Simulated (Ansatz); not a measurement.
## MgS: isotropic strain +2.00 %

Base system: MgS in the rock salt structure (space group Fm-3m, No. 225; a = 5.2297 Å).

Now apply this change: every lattice vector is stretched by 2.00 %; the atoms relax in the strained cell.

The values are results of PBE/PAW in Ansatz (a quantum-chemistry and plane-wave program), without spin-orbit coupling, not measurements. Settings: 11×11×11 k-points, 0.05 eV Fermi–Dirac smearing.

| quantity | base | changed | shift |
|---|---|---|---|
| volume per atom | 17.88 Å³ | 18.97 Å³ | +1.09 Å³ |
| space group | Fm-3m (No. 225) | Fm-3m (No. 225) | – |
| shortest interatomic distance | 4.941 bohr | 5.040 bohr | +0.099 bohr |
| energy relative to the base (free energy F) | 0 meV/atom | +14 meV/atom | +14 meV/atom |
| band gap | 2.76 eV | 2.63 eV | -0.13 eV |
| gap character | indirect, Γ → X | indirect, Γ → X | – |
| smallest direct gap | 3.60 eV | 3.16 eV | -0.44 eV |
| mean gap deformation potential ΔEg/Δln V | – | -2.2 eV | – |
| width of the top valence band | 2.31 eV | 2.16 eV | -0.15 eV |
| electron mass | 0.52 mₑ along k, 0.29 mₑ across (at X) | 0.52 mₑ along k, 0.29 mₑ across (at X) | – |
| hole mass (degenerate bands, along [100]) | 0.25, 0.97, 0.97 mₑ (at Γ) | 0.24, 1.0, 1.0 mₑ (at Γ) | – |
| valley order (the lowest conduction-band minima on the path, energy above the VBM, named in the base's zone) | X along ⟨100⟩ 2.76 eV; Γ 3.60 eV | X along ⟨100⟩ 2.63 eV; Γ 3.16 eV | – |

Final structure:

```
CELL_PARAMETERS angstrom
      0.00000     2.66714     2.66714
      2.66714     0.00000     2.66714
      2.66714     2.66714     0.00000
ATOMIC_POSITIONS crystal
  Mg 0.00000 0.00000 0.00000
  S  0.50000 0.50000 0.50000
```

Masses are band curvatures over ±0.01 Å⁻¹ around the edge. Along k means along the line from Γ to the band edge. No phonon test of stability was made.
